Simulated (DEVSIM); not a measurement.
# abrupt Si p-n junction

Device: abrupt Si p-n junction, at 300 K.

```csv
layer (left to right),material,thickness (μm),Nd (cm⁻³),Na (cm⁻³),τn (s),τp (s)
1,Si,2.50,-,4.3e15,8.7e-6,0.00029
2,Si,0.880,2.5e16,-,0.00029,0.00029
```

Left contact: ohmic. Right contact: ohmic. Voltage is applied to the left contact. Recombination: SRH at mid-gap, Auger. Mobility is μmin + (μ − μmin)/(1 + (N/Nref)^α).

Constants are typed, rounded textbook-type inputs, not results; the design itself was drawn at random and stands for no fabricated device. Values at 300 K.

```tsv
parameter	Si
gap (eV)	1.124
affinity (eV)	4.05
permittivity	11.7
Nc (cm⁻³)	2.86e19
Nv (cm⁻³)	3.1e19
μn (cm²/Vs)	1417
μp (cm²/Vs)	470
μn,min	52
μp,min	45
Nref,n	9.7e16
Nref,p	2.2e17
αn	0.68
αp	0.72
Cn (cm⁶/s)	2.8e-31
Cp (cm⁶/s)	9.9e-32
```

Model (solved in DEVSIM): 1D drift-diffusion, Boltzmann statistics, complete ionisation; no tunnelling, impact ionisation, image-force lowering or self-heating.

| Property | Result |
|---|---|
| Potential step across the device at zero bias | 0.712 V |
| Largest field in the device at zero bias | 27000 V/cm |
| Dark forward voltage at 1 A/cm² | 0.545 V |
| Dark forward voltage at 100 A/cm² | 0.682 V |

Small-signal capacitance in reverse bias (quasi-static):

```csv
V (V),C (nF/cm²)
-0.4,16.9
-1,13.5
-2,10.7
-3,9.12
-4,8.08
-6,6.76
-8,5.93
-10,5.34
-13,4.72
-16,4.27
-20,3.84
```

Dark reverse current:

```tsv
V (V)	J (A/cm²)
-0.40	-9.4e-10
-1.00	-1.1e-9
-2.00	-1.3e-9
-3.00	-1.5e-9
-4.00	-1.6e-9
-6.00	-1.9e-9
-8.00	-2.3e-9
-10.00	-2.7e-9
-13.00	-3.4e-9
-16.00	-4.6e-9
-20.00	-8.5e-9
```
